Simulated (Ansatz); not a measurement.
Start from Mo3Os in the A15 (Cr3Si type) structure (space group Pm-3n, No. 223; a = 4.943 Å).

Modification: cell and atoms relaxed at a pressure of 3 GPa.

Levels (all Ansatz, an electronic-structure program, PAW): PBEsol (420 eV, spin-orbit coupling left out); PBEsol+SOC (420 eV, with spin-orbit coupling).

The geometry is relaxed with PBEsol.

```
Item              Result
---------------  -------
PBEsol pressure  3.0 GPa
```

How does going to PBEsol+SOC change the pressure?

The pressure grows by 0.2 GPa to 3.2 GPa.

Single points use the geometry relaxed with PBEsol. Differences between runs with and without spin-orbit coupling are approximate. Load acts through the strain it causes; cell and atoms are relaxed under it. Stability against distortions was not tested. The runs without spin-orbit coupling are not spin-polarised.
